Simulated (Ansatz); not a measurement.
TaRu (P4/mmm, No. 123, 2 atoms in the cell; start mp-1217908), treated with LDA (Ansatz, a first-principles code, PAW).

Numerical settings: plane-wave cutoff 520 eV, 20×20×14 k mesh (along the axes of the cell as run), Fermi–Dirac smearing 0.05 eV, no spin polarisation, scalar-relativistic PAW data made under PBE.

Cell (relaxed at this level):

```
CELL_PARAMETERS angstrom
      2.12418    -2.12421     0.00000
      2.12418     2.12421     0.00000
      0.00000     0.00000     3.36265
ATOMIC_POSITIONS crystal
  Ta 0.50000 0.50000 0.50000
  Ru 0.00000 0.00000 0.00000
```

Problem. Predict the bulk modulus B0.

Solution. 
* **bulk modulus B0**: 289 GPa

Note: the run has no spin polarisation, so it can have missed a magnetic state; the bulk modulus is −V dP/dV from two relaxed cells at ±2 % in volume; the relaxation could not lower the start's symmetry, so the cell can be a saddle point above a distorted one.

Spin–orbit coupling is not included.

Computed values are for the static lattice.

The result took very roughly 6 core-minutes.

A start named mp-… is a Materials Project structure, which need not be a measured phase.
